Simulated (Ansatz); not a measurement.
Results of PBEsol (plane waves, PAW; Ansatz, an electronic-structure program) for AlB2-type HfB2.

Settings: plane-wave cutoff 520 eV, 24×24×16 k mesh (along the axes of the cell as run), Fermi–Dirac smearing 0.05 eV, scalar-relativistic PAW data made under PBE.

Shape and atoms are relaxed at each volume.

Pressure at four volumes; x = ln(V/9.732 Å³). One pressure is withheld.

```
V (Å³/atom)        x  P (GPa)
-----------  -------  -------
9.342        -0.0409    11.50
9.732         0.0000    -0.02
9.926         0.0197    -4.98
10.121        0.0392        ?
```

**Question.** Pass a parabola P(x) through the three rows shown, estimate the bulk modulus and its pressure derivative near zero pressure, and predict the withheld pressure.

**Answer.** Slopes between the rows: (-0.02 − (11.50))/(0.0000 − (-0.0409)) = -281.66 and (-4.98 − (-0.02))/(0.0197 − (0.0000)) = -251.78 GPa. Their difference over the span 0.0606 is c = 29.88/0.0606 = 493.1 GPa, so P(x) = 11.50 + (-281.66)(x − (-0.0409)) + 493.1 (x − (-0.0409))(x − (0.0000)). At the middle row B = −dP/dx = −[-281.66 + 493.1 × 0.0409] = 261.5 GPa, and B′ = dB/dP = 2c/B = 3.8. At x = 0.0392 the parabola gives -9.51 GPa; the run gives -9.48 GPa. The Birch–Murnaghan fit to the energies at all volumes has B0 = 261 GPa and B′ = 3.9.

Measured, for comparison: bulk modulus 282 GPa (room temperature, no zero-point or thermal correction, hydrostatic curve from radial diffraction; as tabulated in Experimental and computational studies of compression and deformation behavior …). Computed less measured: bulk modulus -7 %.

Spin–orbit coupling is not included.
